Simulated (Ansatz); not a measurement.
F on the 1x1 (0001) surface of hcp Ru, one in a 2x2 cell, started at the site 'hollow Ru-Ru-Ru'

Method: r2SCAN, at the PBE geometry (plane waves to 500 eV, PAW; Ansatz, an electronic-structure program).

Model: 17-atom slab, 6.3 Å thick at the start under the adsorbate (thin: gaps and levels are the slab's own), 6x6x1 mesh, Fermi-Dirac 0.1 eV, dipole correction, single point; on the structure that PBE left under its start's symmetry; no spin, no spin-orbit, no U, no dispersion correction. At the end it is bonded to 3 Ru. In PBE it is, or lies within 0.03 eV of, the lowest of the starts that converged; the order may differ at this level.

```json
{
 "adsorption energy against ½ F2(g) at the same level": "-3.23 eV",
 "work_function_of_the_top_face": "5.66 eV",
 "change_of_the_work_function": "0.66 eV",
 "change_of_the_step_from_the_bottom_to_the_top_vacuum_level_against_the_clean_slab": "0.72 eV",
 "height of the binding atom over the mean of the host atoms within 0.3 Å of the top one": "1.688 Å",
 "nearest_host_atoms_of_the_binding_atom": "Ru at 2.28 Å, Ru at 2.28 Å, Ru at 2.28 Å",
 "cost": "around 2.0 core-minutes (rough)"
}
```

A negative adsorption energy means that the adsorbate is more stable on the surface than in its reference.
